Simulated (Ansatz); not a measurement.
The parent structure is MgTe in the wurtzite structure (space group P6_3mc, No. 186; a = 4.5614 Å, c = 7.4119 Å).

Computed with PBEsol (Ansatz, a program for electronic structure), scalar-relativistic without spin-orbit coupling.

Strains are applied to the cell and any free atomic positions relax.

One change was made to it. Results:

```csv
quantity,base,after
"valence-band top at Γ (three highest levels, from the VBM)","0.00, -0.02, -0.02 eV","0.00, -0.02, -0.02 eV"
energy relative to the base (free energy F),0 meV/atom,+4.8 meV/atom
width of the top valence band,1.40 eV,1.33 eV
band gap,2.39 eV,2.23 eV
```

Question: Which of these changes matches the shifts?
(A) isotropic strain +0.60 %
(B) isotropic strain +1.20 %
(C) isotropic strain +3.00 %
(D) isotropic strain +2.40 %

Answer: B, isotropic strain +1.20 %. For comparison, the band gap in the other runs: isotropic strain +3.00 % gives 2.01 eV; isotropic strain +0.60 % gives 2.31 eV; isotropic strain +2.40 % gives 2.08 eV.

Spin-orbit coupling, missing from the scalar runs, can matter with Te. Whether these cells are dynamically stable was not tested.
